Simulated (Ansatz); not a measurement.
A computed series for Cu3Au: pressure series

Consider Cu3Au in the Cu3Au type structure (space group Pm-3m, No. 221; a = 3.713 Å).

Cell and atoms are relaxed at each pressure.

Calculations: DFT with PBEsol, PAW potentials and a 420 eV plane-wave cutoff in Ansatz (a quantum-chemistry and plane-wave program), no SOC.

Notes on the quantities. enthalpy: H = E + PV relative to the base's energy.

```json
[
 {"case": "base", "shortest interatomic distance": "2.626 Å", "enthalpy": "–"},
 {"case": "pressure −2 GPa", "shortest interatomic distance": "2.636 Å", "enthalpy": "-0.16 eV/atom"},
 {"case": "pressure −1 GPa", "shortest interatomic distance": "2.631 Å", "enthalpy": "-0.08 eV/atom"},
 {"case": "pressure 3 GPa", "shortest interatomic distance": "2.611 Å", "enthalpy": "+0.24 eV/atom"},
 {"case": "pressure 7 GPa", "shortest interatomic distance": "2.593 Å", "enthalpy": "+0.55 eV/atom"},
 {"case": "pressure 15 GPa", "shortest interatomic distance": "2.563 Å", "enthalpy": "+1.15 eV/atom"},
 {"case": "pressure 30 GPa", "shortest interatomic distance": "…", "enthalpy": "+2.24 eV/atom"},
 {"case": "pressure 50 GPa", "shortest interatomic distance": "2.470 Å", "enthalpy": "+3.60 eV/atom"},
 {"case": "pressure 75 GPa", "shortest interatomic distance": "2.425 Å", "enthalpy": "+5.22 eV/atom"},
 {"case": "pressure 100 GPa", "shortest interatomic distance": "2.389 Å", "enthalpy": "+6.76 eV/atom"}
]
```

Fill in the withheld entries from the trend.


- pressure 30 GPa, shortest interatomic distance: 2.517 Å

Load acts through the strain it causes; cell and atoms are relaxed under it. Whether these cells are dynamically stable was not tested. No other phases were tried under pressure. All final runs are without spin polarisation.
